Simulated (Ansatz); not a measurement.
## Several settings converged on CaPd (Pm-3m, 2 atoms in the cell)

```yaml
crystal:
  lattice:
    - [3.51621, 0.00000, 0.00000]
    - [0.00000, 3.51621, 0.00000]
    - [0.00000, 0.00000, 3.51621]
  atoms:
    - { symbol: Ca, position: [0.00000, 0.00000, 0.00000] }
    - { symbol: Pd, position: [0.50000, 0.50000, 0.50000] }
```

Base method: LDA (PW92), default PAW files made with PBE (plane waves; Ansatz, a quantum-chemistry and plane-wave program).

Base settings: basis.ecutwfc = 420 eV; kpoints.mp_grid.grid = 9 9 9; hamiltonian.xc = lda; hamiltonian.pseudopotentials = {kind: paw} (the program's default PAW files); scf.occupations.method = fermi_dirac; scf.occupations.width = 0.1 eV.

**Zone-centre phonons against the cutoff**

In this ladder: phonons.method = dfpt.

The mesh stays at the base's, so the ladder's end is converged at best in this setting alone.

Frequencies are those of the unrelaxed cell, without the LO-TO term of polar crystals.

Only quantities that move along the ladder and can be compared are tabulated.

| basis.ecutwfc | highest zone-centre frequency (cm⁻¹) |
|---|---|
| 210 eV | 208.8 |
| 250 eV | 106.7 |
| 295 eV | 138.7 |
| 355 eV | 139.7 |
| 420 eV | 139.4 |
| 505 eV | 139.4 |
| 630 eV | 139.4 |

Coarsest basis.ecutwfc that holds the highest zone-centre frequency within 5 cm⁻¹ of the last step, with all finer ones: 295 eV; the step before is off by 33 cm⁻¹.

**The force threshold of a relaxation**

On CaPd (P4mm, 2 atoms in the cell): one atom moved by 0.15 angstrom.

In this ladder: relax = atoms.

The mesh stays at the base's, so the ladder's end is converged at best in this setting alone.

Only quantities that move along the ladder and can be compared are tabulated.

| relax.f_tol | free energy less the last step's (meV/atom) | largest force left (eV/Å) | relaxation steps |
|---|---|---|---|
| 0.2 eV/Å | 0.32 | 0.0515 | 2 |
| 0.1 eV/Å | 0.32 | 0.0515 | 2 |
| 0.05 eV/Å | 0.00 | 0.0010 | 3 |
| 0.03 eV/Å | 0.00 | 0.0011 | 3 |
| 0.02 eV/Å | 0.00 | 0.0011 | 3 |
| 0.01 eV/Å | 0.00 | 0.0011 | 4 |
| 0.005 eV/Å | 0.00 | 0.0011 | 4 |
| 0.002 eV/Å | 0.00 | 0.0011 | 4 |
| 0.001 eV/Å | 0.00 | 0.0000 | 5 |

Coarsest relax.f_tol that holds the largest force left within 0.02 eV/Å of the last step, with all finer ones: 0.05 eV/Å; the step before is off by 0.052 eV/Å.

Coarsest relax.f_tol that holds the free energy within 0.05 meV/atom of the last step, with all finer ones: 0.05 eV/Å; the step before is off by 0.32 meV/atom.

Two neighbours can agree and both be off: 0.2 eV/Å and 0.1 eV/Å differ by 0.00 meV/atom in the free energy, yet lie about 0.32 meV/atom from the last step.

On the base run: the starting cell comes from a database of computed structures (which also holds hypothetical and non-ambient phases and stackings), without a prior relaxation at this level. Its lattice was rescaled by up to half a per cent. Spin polarisation is off. In the base run, with a pressure of about -5 GPa the cell is away from its equilibrium volume at this level.

Keys are those of Ansatz 0.2.
